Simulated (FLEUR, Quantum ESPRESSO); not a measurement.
A Quantum ESPRESSO input for a self-consistent single point of Tc2N (P6_3/mmc, 6 atoms in the cell) (DFT, LDA (PZ), plane waves, GBRV 1.5 ultrasoft (LDA) pseudopotentials):

```fortran
&CONTROL
    calculation = 'scf'
    prefix = 'run'
    outdir = './tmp/'
    pseudo_dir = './'
    tprnfor = .true.
    tstress = .true.
/
&SYSTEM
    ibrav = 0
    nat = 6
    ntyp = 2
    ecutwfc = 40
    ecutrho = 320
    occupations = 'smearing'
    smearing = 'gaussian'
    degauss = 0.0073499
/
&ELECTRONS
    conv_thr = 1.0d-10
    mixing_beta = 0.4
/
ATOMIC_SPECIES
Tc    97.9072  tc_lda_v1.uspp.F.UPF
N     14.0070  n_lda_v1.2.uspp.F.UPF
CELL_PARAMETERS {angstrom}
   2.7682061623     0.0000000000     0.0000000000
  -1.3841030811     2.3973368595     0.0000000000
   0.0000000000     0.0000000000     9.4871740000
ATOMIC_POSITIONS {alat}
Tc    0.0000000000    0.5773502692    1.3450014985
Tc    0.5000000000    0.2886751346    2.0821904966
Tc    0.5000000000    0.2886751346    3.0585974960
Tc    0.0000000000    0.5773502692    0.3685944991
N     0.0000000000    0.5773502692    2.5703939963
N     0.5000000000    0.2886751346    0.8567979988
K_POINTS {automatic}
11 11 3  0 0 0
```

Give the FLEUR input for the same structure, mesh, smearing and functional.

One input that does it (others would too):

Input of the input generator:

```
scf Tc2N
&input film=f /
1.0000000000 -0.0000000136 0.0000000000
-0.4999999882 0.8660254106 0.0000000000
0.0000000000 0.0000000000 3.4271919950
5.2311515032
1.0 1.0 1.0

6
43 0.3333333333 0.6666666667 0.3924500000
43 0.6666666667 0.3333333333 0.6075500000
43 0.6666666667 0.3333333333 0.8924500000
43 0.3333333333 0.6666666667 0.1075500000
7 0.3333333333 0.6666666667 0.7500000000
7 0.6666666667 0.3333333333 0.2500000000

&comp jspins=1 /
&exco xctyp='pz' /
&kpt div1=11 div2=11 div3=3 /
&end /
```

```xml
<?xml version="1.0" encoding="UTF-8" standalone="no"?>
<fleurInput fleurInputVersion="0.39">
   <comment>
      scf Tc2N                                                                                            
   </comment>
   <calculationSetup>
      <cutoffs Kmax="4.5" Gmax="15.8" GmaxXC="15.8" numbands="0"/>
      <scfLoop itmax="60" minDistance="0.00001" maxIterBroyd="40" imix="Anderson" alpha="0.05" precondParam="0.0" spinf="2.0"/>
      <coreElectrons ctail="T" frcor="F" kcrel="0" coretail_lmax="0"/>
      <xcFunctional name="pz" relativisticCorrections="F"/>
      <magnetism jspins="1"/>
      <soc l_soc="F" theta="0.0" phi="0.0" spav="F"/>
      <expertModes spex="0" secvar="F"/>
      <geometryOptimization l_f="T" forcealpha="1.0" forcemix="BFGS" epsdisp="0.00001" epsforce="0.00001"/>
      <ldaU l_linMix="F" mixParam="0.05" spinf="1.0"/>
   </calculationSetup>
   <cell>
      <bzIntegration valenceElectrons="70.0" mode="gauss" fermiSmearingEnergy="0.00367493">
         <kPointListSelection listName="default-1"/>
         <!-- k-points included here -->
         <xi:include xmlns:xi="http://www.w3.org/2001/XInclude" href="kpts.xml"> </xi:include>
      </bzIntegration>
      <!-- symmetry operations included here -->
      <xi:include xmlns:xi="http://www.w3.org/2001/XInclude" href="sym.xml"> </xi:include>
      <bulkLattice scale="1.0">
         <bravaisMatrix>
            <row-1>    5.2311515032000004    -0.0000000711436604     0.0000000000000000</row-1>
            <row-2>   -2.6155756898724127     4.5303101284695879     0.0000000000000000</row-2>
            <row-3>    0.0000000000000000     0.0000000000000000    17.9281605563992592</row-3>
         </bravaisMatrix>
      </bulkLattice>
   </cell>
   <atomSpecies>
      <species name="Technetium (Tc)" element="Tc" atomicNumber="43">
         <mtSphere radius="2.29" gridPoints="807" logIncrement="0.016"/>
         <atomicCutoffs lmax="10" lnonsphr="8"/>
         <electronConfig flipSpins="F">
            <coreConfig>(1s1/2) (2s1/2) (2p1/2) (2p3/2) (3s1/2) (3p1/2) (3p3/2) (3d3/2) (3d5/2)</coreConfig>
            <valenceConfig>(4s1/2) (4p1/2) (4p3/2) (5s1/2) (4d3/2) (4d5/2)</valenceConfig>
            <stateOccupation state="(4d3/2)" spinUp="1.0" spinDown="1.0"/>
            <stateOccupation state="(4d5/2)" spinUp="1.5" spinDown="1.5"/>
         </electronConfig>
         <energyParameters s="5" p="5" d="4" f="4"/>
         <lo type="SCLO" l="0" n="4" eDeriv="0"/>
         <lo type="SCLO" l="1" n="4" eDeriv="0"/>
      </species>
      <species name="Nitrogen (N)" element="N" atomicNumber="7">
         <mtSphere radius="1.33" gridPoints="471" logIncrement="0.022"/>
         <atomicCutoffs lmax="6" lnonsphr="4"/>
         <electronConfig flipSpins="F">
            <coreConfig>(1s1/2)</coreConfig>
            <valenceConfig>(2s1/2) (2p1/2) (2p3/2)</valenceConfig>
            <stateOccupation state="(2p1/2)" spinUp="0.5" spinDown="0.5"/>
            <stateOccupation state="(2p3/2)" spinUp="1.0" spinDown="1.0"/>
         </electronConfig>
         <energyParameters s="2" p="2" d="3" f="4"/>
      </species>
   </atomSpecies>
   <atomGroups>
      <atomGroup species="Technetium (Tc)">
         <relPos label="                   1">1.000/3.000 -1.000/3.000 .3924500000</relPos>
         <relPos label="                   2">-1.000/3.000 1.000/3.000 -.3924500000</relPos>
         <relPos label="                   3">-1.000/3.000 1.000/3.000 -.1075500000</relPos>
         <relPos label="                   4">1.000/3.000 -1.000/3.000 .1075500000</relPos>
         <force calculate="T" relaxXYZ="TTT"/>
      </atomGroup>
      <atomGroup species="Nitrogen (N)">
         <relPos label="                   5">1.000/3.000 -1.000/3.000 -1.000/4.000</relPos>
         <relPos label="                   6">-1.000/3.000 1.000/3.000 1.000/4.000</relPos>
         <force calculate="T" relaxXYZ="TTT"/>
      </atomGroup>
   </atomGroups>
   <output dos="F" band="F" slice="F">
      <checks vchk="F" cdinf="F"/>
      <bandDOS minEnergy="-.5*Htr" maxEnergy="0.5*Htr" sigma="0.015" storeEVData="T"/>
      <vacuumDOS vacdos="F" integ="F" star="F" nstars="0" locx1="0.0" locy1="0.0" locx2="0.0" locy2="0.0" nstm="0" tworkf="0.0"/>
      <unfoldingBand unfoldBand="F" supercellX="1" supercellY="1" supercellZ="1"/>
      <plotting iplot="0" polar="F">
         <plot TwoD="T" vec1="  1.0  0.0  0.0" vec2="  0.0  1.0  0.0" vec3="  0.0  0.0  1.0" zero="  0.0  0.0  0.0" file="plot"/>
      </plotting>
      <chargeDensitySlicing numkpt="0" minEigenval="0.0" maxEigenval="0.0" nnne="0" pallst="F"/>
      <specialOutput eonly="F"/>
      <magneticCircularDichroism mcd="F" energyLo="-10.0" energyUp="0.0"/>
   </output>
  <!-- We include the file relax.xml here to enable relaxations (see documentation) -->
  <xi:include xmlns:xi="http://www.w3.org/2001/XInclude" href="relax.xml"> <xi:fallback/> </xi:include>
</fleurInput>
```

Basis, cutoffs, solver keys and any potentials are the target program's own. This input uses DFT, LDA (Perdew-Zunger), all-electron FLAPW (FLEUR), scalar-relativistic valence. LDA parametrisations can differ slightly between programs.

The starting cell comes from a database of computed structures (which also holds hypothetical and non-ambient phases and stackings), without a prior relaxation at this level. For this run, on top of that: lattice scaled by 0.98.
